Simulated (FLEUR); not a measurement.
FLEUR run on Ti₃Al (P-6m2, 4 atoms in the cell): self-consistent single point.

Method: LDA (Perdew-Zunger), all-electron FLAPW (FLEUR), scalar-relativistic valence run with FLEUR.

```yaml
crystal:
  lattice:
    - [2.92754, 0.00000, 0.00000]
    - [-1.46377, 2.53532, 0.00000]
    - [0.00000, 0.00000, 9.22636]
  atoms:
    - { symbol: Ti, position: [0.66667, 0.33333, 0.00000] }
    - { symbol: Ti, position: [0.33333, 0.66667, 0.75059] }
    - { symbol: Ti, position: [0.33333, 0.66667, 0.24941] }
    - { symbol: Al, position: [0.66667, 0.33333, 0.50000] }
```

Reference input (self-consistent single point, DFT, PBEsol, all-electron FLAPW (FLEUR), scalar-relativistic valence): Kmax = 4 1/bohr; GmaxXC = 16 1/bohr; xcFunctional = PBEs; jspins = 1; l_soc = F; mode = gauss; fermiSmearingEnergy = 0.00499791 Htr; mesh (inpgen div1-3) = 10 10 3; inpgen gamma flag = true; Gmax = 16 1/bohr; numbands = 0; maxIterBroyd = 99. This run's input differs from it in these lines:

```diff
@@ -16,3 +16,3 @@
 &comp jspins=1 /
-&exco xctyp='PBEs' /
+&exco xctyp='pz' /
 &kpt div1=10 div2=10 div3=3 gamma=t /
@@ -29,3 +29,3 @@
       <coreElectrons ctail="T" frcor="F" kcrel="0" coretail_lmax="0"/>
-      <xcFunctional name="PBEs" relativisticCorrections="F"/>
+      <xcFunctional name="pz" relativisticCorrections="F"/>
       <magnetism jspins="1"/>
```

The program printed (abridged):

```
 Iteration:     1   Distance:       7.33315160 me/bohr^3
 Iteration:     2   Distance:       6.79350388 me/bohr^3
 Iteration:     3   Distance:       6.17453372 me/bohr^3
 Iteration:     4   Distance:       3.93678730 me/bohr^3
 Iteration:     5   Distance:       3.04422375 me/bohr^3
   [... 11 lines left out ...]
 Iteration:    17   Distance:       0.00007220 me/bohr^3
 Iteration:    18   Distance:       0.00008220 me/bohr^3
 Iteration:    19   Distance:       0.00001053 me/bohr^3
 Iteration:    20   Distance:       0.00000587 me/bohr^3
 Reset of history
 Run finished successfully
 Stop message:
   Structural relaxation: new displacements generated

[file out, last iteration]
             iter=     21
[...]
          total density-effective poten   -4.4389505045E+03
          total charge density-energy d   -1.3867308658E+02
 Updated energy parameters for spin:           1
[...]
 fermi energy and band-weighting factors:

[...]
FERMIE:
          first approx. to ef    (T=0)  :   0.308515 htr   (energy of the highest occ. eigenvalue)
          number of occ. states  (T=0)  :        541
          first approx. to seigv (T=0)  : -23.020414 htr
          sum of weights of occ. states :  19.510000
          sum of semicore charge        :   0.000000 e
          fermi energy=   0.30748 har   work function=  -8.36708 ev
          number of valence electrons=  39.00000
   [... lines left out ...]
          total moment                 =     0.00000
 Direct bandgap for spin            1 :    4.5318259475464195E-003  Htr
 ---->    free energy=                     -2797.9474760978 htr
   [... lines left out ...]
 TOTAL FORCE FOR ATOM TYPE=  1  X= -2.766   Y=  1.597   Z=  0.000
                       FX_TOT= 0.000000 FY_TOT= 0.000000 FZ_TOT= 0.000000
 TOTAL FORCE FOR ATOM TYPE=  2  X=  2.766   Y= -1.597   Z= -4.349
                       FX_TOT= 0.000000 FY_TOT= 0.000000 FZ_TOT= 0.002184
 TOTAL FORCE FOR ATOM TYPE=  3  X= -2.766   Y=  1.597   Z=  8.718
                       FX_TOT= 0.000000 FY_TOT= 0.000000 FZ_TOT= 0.000000
```

The run converged in 20 iterations. FLEUR gives forces in its relaxation mode, with a further iteration, so its stop message speaks of a relaxation. Against the reference run the largest force goes from 0.058 to 0.112 eV/Å.

The starting cell comes from a database of computed structures (which also holds hypothetical and non-ambient phases and stackings), without a prior relaxation at this level. Spin polarisation is off. Values depend on the basis (sphere radii, cutoffs, local orbitals), which need not be converged. The log's line on a gap gives a spacing of levels on this mesh, which the program prints for metals too.

Cost on one core of a shared machine: roughly 3 min.
